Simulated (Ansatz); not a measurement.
Candidates (primitive cells; geometry: cell and atoms relaxed with PBEsol):
A. CsAu (Pm-3m), a = 4.162 Å, b = 4.162 Å, c = 4.162 Å, α = 90.00°, β = 90.00°, γ = 90.00°
B. CsCl (Pm-3m), a = b = c = 4.069 Å, α = β = γ = 90.00°
C. CsBr (Pm-3m), a = b = c = 4.243 Å, α = β = γ = 90.00°

Question: Rank these by electron conductivity mass (lowest first), as PBEsol, rigid bands (Ansatz, a quantum-chemistry and plane-wave program) gives it.

Answer: A (0.23 mₑ), C (0.30 mₑ), B (0.57 mₑ)

Masses are for dilute carriers at 300 K, harmonic means over directions unless an axis is named. Spin-orbit coupling is left out.

Formula and space group known from diffraction (Crystallography Open Database), not checked to be the room-temperature form: CsAu (Pm-3m). The missing spin-orbit coupling matters most for CsAu (Pm-3m).
